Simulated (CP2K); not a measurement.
CP2K run on BiPbO₂F (Cm, 5 atoms in the cell): relaxation of cell and atoms.

Level of theory: CP2K with PBEsol, GPW, DZVP-MOLOPT-SR-GTH basis, GTH-PBE potentials (GTH_POTENTIALS).

```
CELL_PARAMETERS angstrom
      4.00056     0.00000     0.00000
      1.99228     3.46919     0.00000
     -0.09618    -0.05568     6.51067
ATOMIC_POSITIONS crystal
  Bi 0.70179 0.70179 0.29196
  Pb 0.37806 0.37806 0.74499
  O  0.37059 0.37059 0.38147
  O  0.70794 0.70794 0.63236
  F  0.03334 0.03334 0.09852
```

Reference input (self-consistent single point, DFT PBEsol, GPW, DZVP-MOLOPT-SR-GTH basis, GTH-PBE potentials (GTH_POTENTIALS)): CUTOFF = 550 Ry; REL_CUTOFF = 50 Ry; SMEAR/METHOD = FERMI_DIRAC; ELECTRONIC_TEMPERATURE = 580.23 K; KPOINTS/SCHEME = MONKHORST-PACK 6 6 3; GAMMA_CENTERED = T; XC_FUNCTIONAL = PBE:PBESOL; Bi/BASIS_SET = DZVP-MOLOPT-SR-GTH-q5; Bi/POTENTIAL = GTH-PBE-q5; Pb/BASIS_SET = DZVP-MOLOPT-SR-GTH-q4; Pb/POTENTIAL = GTH-PBE-q4; O/BASIS_SET = DZVP-MOLOPT-SR-GTH-q6. This run's input differs from it in these lines:

```diff
@@ -2,3 +2,3 @@
   PROJECT run
-  RUN_TYPE ENERGY_FORCE
+  RUN_TYPE CELL_OPT
   PRINT_LEVEL MEDIUM
@@ -14,2 +14,3 @@
       EPS_DEFAULT 1E-11
+      EXTRAPOLATION USE_GUESS
     &END QS
@@ -22,3 +23,3 @@
       SCF_GUESS ATOMIC
-      EPS_SCF 1E-6
+      EPS_SCF 1E-7
       MAX_SCF 100
@@ -102,2 +103,20 @@
 &END FORCE_EVAL
+&MOTION
+  &CELL_OPT
+    OPTIMIZER BFGS
+    MAX_ITER 60
+    MAX_FORCE 4E-4
+    RMS_FORCE 3E-4
+    EXTERNAL_PRESSURE [GPa] 0
+    PRESSURE_TOLERANCE [bar] 200
+  &END CELL_OPT
+  &PRINT
+    &CELL ON
+    &END CELL
+    &RESTART OFF
+    &END RESTART
+    &RESTART_HISTORY OFF
+    &END RESTART_HISTORY
+  &END PRINT
+&END MOTION
```

Output, abridged:

```
 SCF WAVEFUNCTION OPTIMIZATION

  Step     Update method      Time    Convergence         Total energy    Change
     1 NoMix/Diag. 0.40E+00      -     0.81301438       -65.1246184386 -6.51E+01
     2 Broy./Diag. 0.40E+00      -     0.36602799       -60.7910636622  4.33E+00
     3 Broy./Diag. 0.40E+00      -     0.02550176       -65.5769715635 -4.79E+00
     4 Broy./Diag. 0.40E+00      -     0.02347168       -65.4073459644  1.70E-01
     5 Broy./Diag. 0.40E+00      -     0.00975934       -65.2447855429  1.63E-01
     6 Broy./Diag. 0.40E+00      -     0.00377373       -65.2618369802 -1.71E-02
   [... 7 lines left out ...]
    14 Broy./Diag. 0.40E+00      -     0.00000683       -65.2618137628  2.05E-04
    15 Broy./Diag. 0.40E+00      -     0.00000180       -65.2618810260 -6.73E-05
    16 Broy./Diag. 0.40E+00      -     0.00000035       -65.2618614665  1.96E-05
    17 Broy./Diag. 0.40E+00      -     0.00000003       -65.2618616935 -2.27E-07
  *** SCF run converged in    17 steps ***

  Overlap energy of the core charge distribution:               0.00000000126459
  Self energy of the core charge distribution:               -166.33099519201554
  Core Hamiltonian energy:                                     45.11129524042585
  Hartree energy:                                              69.78564212870766
  Exchange-correlation energy:                                -13.82780387186583
  Electronic entropic energy:                                  -0.00000000000172
  Fermi energy:                                                 0.15402498139576

  Total energy:                                               -65.26186169348497
  Total energy (extrapolated to T->0):                        -65.26186169348411

                     Mulliken Population Analysis

   [... lines left out ...]
  Fermi energy:                                                 0.15395786672937
  Total energy:                                               -65.26196847521430
 OPT| Pressure deviation [bar]                                  -3326.8288482611
 OPT| Pressure tolerance [bar]                                    200.0000000000
 OPT| Pressure is converged                                                   NO
  Fermi energy:                                                 0.16934634376891
  Total energy:                                               -65.26383769046208
 OPT| Pressure deviation [bar]                                   -143.8459514796
 OPT| Pressure tolerance [bar]                                    200.0000000000
 OPT| Pressure is converged                                                  YES
   [... lines left out ...]
       3     O        3          6.783946                             -0.783946
       4     O        3          6.788008                             -0.788008
       5     F        4          7.593833                             -0.593833
 # Total charge                             28.000000                  0.000000

 ENERGY| Total FORCE_EVAL ( QS ) energy [hartree]            -65.263837690462083
```

The run converged. 

Summary of the result:
| Item | Value |
|---|---|
| Free energy E − TS | -1775.9195 eV |
| Top of the valence band (on the code's own zero) | 3.58 eV |
| Gap on the k-point mesh | 2.11 eV |
| Pressure | -0.01 GPa |
| Largest force (vector length) | 0.008 eV/Å |
| Final cell | a = b = 4.0036 Å, c = 6.2265 Å, α = β = 90.17°, γ = 59.94° |
| Final volume per atom | 17.28 Å³ |
| Relaxation steps | 52 |

The starting cell comes from a database of computed structures (which also holds hypothetical and non-ambient phases and stackings), without a prior relaxation at this level. Spin-orbit coupling is off. Values carry the incompleteness of an atom-centred basis. The potentials were made for another functional than the one used.

Cost on one core of a shared machine: roughly 30 min.
